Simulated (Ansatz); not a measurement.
Consider InAs in the zinc blende structure (space group F-43m, No. 216; a = 6.109 Å).

Computed with DFT with r2SCAN, PAW potentials and a 500 eV plane-wave cutoff in Ansatz (an electronic-structure program), scalar-relativistic without spin-orbit coupling.

Base values:

| Property | Result |
|---|---|
| Shortest interatomic distance | 264.5 pm |
| Density | 5.53 g/cm³ |

One thing is altered: a hydrostatic pressure of 15 GPa.

Question: What does the calculation give for the shortest interatomic distance after the change?

Answer: The shortest interatomic distance decreases by 14.9 pm to 249.6 pm.

Question: What does the calculation give for the density after the change?

Answer: The density increases by 1.05 g/cm³, from 5.53 g/cm³ to 6.58 g/cm³.

Load acts through the strain it causes; cell and atoms are relaxed under it. Whether these cells are dynamically stable was not tested. Measured, InAs leaves this structure (for rock salt) near 7 GPa (temperature not stated; as listed in Datta, Sujoy, Jana, Debnarayan, arXiv (2020)).
